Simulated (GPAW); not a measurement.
Input and output of a self-consistent single point for Tl (P6_3/mmc, 2 atoms in the cell) (GPAW).

Level of theory: LDA (Perdew-Wang 92), GPAW PAW datasets LDA (gpaw-data 1.0.1) (plane waves; GPAW).

```
Tl
1.0
    3.56099     0.00000     0.00000
   -1.78050     3.08391     0.00000
    0.00000     0.00000     5.74933
Tl
2
Direct
  0.33333   0.66667   0.25000
  0.66667   0.33333   0.75000
```

Reference input (self-consistent single point, DFT PBE, plane waves, GPAW PAW datasets PBE (gpaw-data 1.0.1)): mode = pw; ecut = 550 eV; xc = PBE; kpts = 7 7 4; mesh shift (steps) = 0 0 0; occupations.name = methfessel-paxton; occupations.width = 0.272 eV; occupations.order = 0; nbands = -8; convergence.forces = 0.001 eV/Å; symmetry.symmorphic = false; symmetry.tolerance = 0.0005. This run's input differs from it in these lines:

```diff
@@ -13,3 +13,3 @@
 calc = GPAW(mode={'name': 'pw', 'ecut': 550},
-            xc='PBE',
+            xc='LDA',
             kpts={'size': (7, 7, 4), 'gamma': True},
```

Its files differ too (potentials: GPAW PAW datasets LDA (gpaw-data 1.0.1)).

Output, abridged:

```
     iter     time        total  log10-change:
                         energy   eigst   dens  force
iter:   1 --:--:--    -6.348085
iter:   2 --:--:--    -6.339241   -2.37  -1.67
iter:   3 --:--:--    -6.278865   -2.20  -1.70
iter:   4 --:--:--    -6.286904   -2.70  -2.10
iter:   5 --:--:--    -6.281011c  -2.86  -2.33
iter:   6 --:--:--    -6.277184c  -3.92  -2.62
iter:   7 --:--:--    -6.277122c  -5.42  -3.24
iter:   8 --:--:--    -6.277379c  -5.21  -3.33
iter:   9 --:--:--    -6.277070c  -4.36  -3.16
iter:  10 --:--:--    -6.277049c  -5.85  -3.69
iter:  11 --:--:--    -6.277049c  -7.41c -4.62c
iter:  12 --:--:--    -6.277047c  -7.10  -4.58c
iter:  13 --:--:--    -6.277046c  -8.39c -4.67c -17.13c
Converged after 13 iterations.

Dipole moment: (0.000000, 0.000000, -0.000000) |e|*Ang

Energy contributions relative to reference atoms: (reference = -1099495.675036)

Kinetic:         +0.073597
Potential:       -0.550232
External:        +0.000000
XC:              -5.918879
Entropy (-ST):   -0.056239
Local:           +0.146587
SIC:             +0.000000
--------------------------
Free energy:     -6.305166
Extrapolated:    -6.277046

Showing only first 2 kpts
 Kpt  Band  Eigenvalues  Occupancy
  0    11      0.57859    2.00000
  0    12      3.29953    2.00000
  0    13     13.14979    0.00000
  0    14     13.14981    0.00000

  1    11     -0.76292    2.00000
  1    12      5.26617    1.99155
  1    13     12.58523    0.00000
  1    14     13.39228    0.00000

Fermi level: 5.77266

No gap
No difference between direct/indirect transitions
Energy (eV): -6.277046

Forces in eV/Ang:
  0 Tl    0.00000    0.00000    0.00000
  1 Tl    0.00000    0.00000    0.00000

Stress tensor:
     0.027103     0.000000     0.000000
     0.000000     0.027103    -0.000000
     0.000000    -0.000000     0.028142
Stress (GPa, Voigt): [ 4.3423  4.3423  4.5089 -0.      0.      0.    ]
```

The run converged in 13 iterations. GPAW prints stress with tension positive. Against the reference run the pressure goes from -0.34 to -4.40 GPa.

The starting cell comes from a database of computed structures (which also holds hypothetical and non-ambient phases and stackings), without a prior relaxation at this level. Its lattice was rescaled by a random factor within 2.5 % of one. With a pressure of about -4 GPa the cell is away from its equilibrium volume at this level.
